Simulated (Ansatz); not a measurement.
Pressure series in PtS

The reference is PtS (space group P4_2/m, No. 84; a = 6.3973 Å, c = 6.5735 Å; a cell from a computed database, its experimental status unchecked).

Cell and atoms are relaxed at each pressure.

The values are results of Kohn–Sham DFT with the PBEsol functional, run in Ansatz (a program for electronic structure) with PAW and 420 eV plane waves, no SOC, not measurements.

| P (GPa) | V (Å³/atom) |
|---|---|
| -2.00 | 17.023 |
| -1.00 | 16.916 |
| 0.30 | 16.784 |
| 0.70 | 16.744 |
| 1.51 | 16.667 |
| 3.00 | 16.528 |
| 5.00 | 16.352 |
| 7.50 | 16.148 |
| 10.00 | 15.958 |

A third-order Birch–Murnaghan fit to these points gives V₀ = 16.81 Å³/atom, B₀ = 167 GPa and B₀′ = 5.2. At pressure 10 GPa the volume is 94.9 % of V₀.

Between the base and pressure 10 GPa the gap moves from 0.27 eV to 0.34 eV, a mean slope of 7.5 meV/GPa.

With Pt present, leaving out spin-orbit coupling can change the band edges. Load acts through the strain it causes; cell and atoms are relaxed under it. Stability against distortions was not tested. No other phases were tried under pressure. A zero or small gap of PtS can be the functional's error rather than a property of the material.
